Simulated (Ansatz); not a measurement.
TiC under a change: isotropic strain +2.50 %

Base system: TiC in the rock salt structure (space group Fm-3m, No. 225; a = 4.293 Å; relaxed with 0.1 eV smearing).

One thing is altered: every lattice vector is stretched by 2.50 %, atoms relaxed at fixed cell.

Level of theory: PBEsol, PAW, 420 eV (Ansatz, a quantum-chemistry and plane-wave program; no spin-orbit coupling). Γ-centred 23×23×23 mesh, Fermi–Dirac width 0.1 eV.

```json
[
 {"quantity": "volume per atom", "base": "9.89 Å³", "changed": "10.65 Å³", "shift": "+0.76 Å³"},
 {"quantity": "space group", "base": "Fm-3m (No. 225)", "changed": "Fm-3m (No. 225)", "shift": "–"},
 {"quantity": "shortest interatomic distance", "base": "2.147 Å", "changed": "2.200 Å", "shift": "+0.0537 Å"},
 {"quantity": "energy relative to the base (free energy F)", "base": "0 meV/atom", "changed": "+43 meV/atom", "shift": "+43 meV/atom"},
 {"quantity": "pressure", "base": "0.0 GPa", "changed": "-17.1 GPa", "shift": "-17.1 GPa"},
 {"quantity": "band gap", "base": "zero", "changed": "zero", "shift": "–"}
]
```

Final structure:

```
TiC
1.0
    0.00000     2.20035     2.20035
    2.20035     0.00000     2.20035
    2.20035     2.20035     0.00000
Ti C
1 1
Direct
  0.00000   0.00000   0.00000
  0.50000   0.50000   0.50000
```

No phonon test of stability was made. The final runs are not spin-polarised.
